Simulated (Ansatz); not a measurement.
Partial pair distribution functions of a relaxed model of amorphous Si₂₀P₂O₄₅, broadened by 0.06 Å; density 2.15 g/cm³. These are PBE, scalar-relativistic without spin-orbit coupling (plane waves to 420 eV, PAW; Ansatz, a quantum-chemistry and plane-wave program) values and carry that method's errors.

Preparation: random packing, a CHGNet melt and quench, and a DFT relaxation. O atoms were pushed apart under 1.9 Å during the dynamics, to hinder bonds among them. The hot cell started wider than the set density and was brought back towards it in steps. It is the lowest in DFT energy of 2 quenches. It is a model cell: composition and starting density were chosen by hand, and all elements were melted together. No dispersion term was used. Its density started from a set value of 2.15 and ended at 2.15 g/cm³. The quench (nominally 140 K/ps over its main leg) was far faster than any real one, so the model tends to hold more defects than a real film. A cell of this size samples the disorder only roughly. The volume was held where the preparation left it, at a PBE pressure of -0.1 GPa (tension). Stress components on the final sampling reach 3.7 GPa.

```tsv
r (Å)	g Si-O	g P-O	g Si-Si	g O-O
1.25	0.00	0.01	0.00	0.00
1.35	0.00	0.67	0.00	0.00
1.45	0.29	7.39	0.00	0.00
1.55	7.16	15.88	0.00	0.00
1.65	15.77	5.56	0.00	0.00
1.75	4.02	1.02	0.00	0.00
1.85	0.32	0.03	0.00	0.00
1.95	0.01	0.00	0.00	0.00
2.05	0.00	0.00	0.00	0.00
2.15	0.00	0.00	0.00	0.00
2.25	0.00	0.00	0.00	0.08
2.35	0.00	0.00	0.00	0.34
2.45	0.00	0.00	0.00	1.19
2.55	0.03	0.00	0.01	3.72
2.65	0.11	0.00	0.24	5.84
2.75	0.12	0.00	0.98	3.55
2.85	0.19	0.00	1.58	1.15
2.95	0.28	0.14	3.53	0.64
3.05	0.32	0.65	5.19	0.37
3.15	0.35	0.20	3.77	0.55
3.25	0.75	0.51	1.42	0.56
3.35	1.13	1.25	0.32	0.68
3.45	1.00	1.40	0.24	0.70
3.55	1.08	1.93	0.20	0.44
3.65	1.43	1.81	0.42	0.47
3.75	1.64	2.35	0.54	0.60
3.85	1.81	1.12	0.47	0.68
3.95	1.65	1.89	0.41	0.70
4.05	1.62	2.20	0.66	0.79
4.15	1.94	1.19	0.79	0.66
4.25	1.72	0.91	0.68	0.73
4.35	1.14	0.52	0.47	0.95
4.45	0.77	0.06	0.73	0.93
4.55	0.68	0.25	1.21	1.01
4.65	0.51	0.29	1.33	0.98
4.75	0.46	0.53	1.35	1.13
4.85	0.58	0.85	1.10	1.29
4.95	0.73	0.80	1.10	1.46
5.05	0.69	0.59	1.01	1.68
```

Within 1.94 Å each Si has 4.05 O neighbours on average.
